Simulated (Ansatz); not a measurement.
Base system: ZnS in the wurtzite structure (space group P6_3mc, No. 186; a = 3.782 Å, c = 6.208 Å). Axes: x lies along a and z along c of the hexagonal cell.

Computed with Ansatz (a program for electronic structure) PBEsol, scalar-relativistic without spin-orbit coupling.

The change: tensor shear ε_xz = +0.67 % (engineering shear γ = 0.0134), atoms relaxed at fixed cell.

Predict the stress tensor and what it implies for the stiffness.

Stress of the strained cell less that of the base (GPa, compression positive):
```
   0.00    0.00   -0.38
   0.00    0.00    0.00
  -0.38    0.00    0.00
```

Then −Δσ/γ with γ = 2ε = 0.0134 gives relaxed-ion elastic constants: C55 ≈ 29 GPa.

Whether these cells are dynamically stable was not tested.
